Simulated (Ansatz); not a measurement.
The starting structures come from a database of crystals and need not be the phases stable at ambient conditions.

Tunnelling through a barrier is set by its complex band structure: the current falls as exp(−2κd) with the smallest κ.

```
AlTaO4
1.0
    3.77891     0.00000     0.00000
    0.00000     6.46165     0.00000
    1.88946    -1.84606     5.77997
Ta Al O
2 2 8
Direct
  0.89419   0.23350   0.21162
  0.10581   0.76650   0.78838
  0.79908   0.82105   0.40184
  0.20092   0.17895   0.59816
  0.35796   0.20247   0.28408
  0.64204   0.79753   0.71592
  0.94219   0.86483   0.11562
  0.05781   0.13517   0.88438
  0.14130   0.47329   0.71740
  0.85870   0.52671   0.28260
  0.26256   0.85809   0.47488
  0.73744   0.14191   0.52512
```

Space group of this cell: C2/m. The cell is taken as given.

Transport runs along the normal of the first two printed cell vectors.

The gap is the functional's own. No spin-orbit coupling. Mid-gap values are interpolated on the energy grid.

Q: Predict the band gap and the smallest decay constant κ at mid-gap from PBEsol in Ansatz (a first-principles code).

A: Gap 4.12 eV on a 8×6×8 mesh; κ = 0.486 1/Å, at (0.375, 0.500) of the in-plane reciprocal vectors. At the zone centre, at the nearest computed energy, the slowest state has κ = 0.52 1/Å.
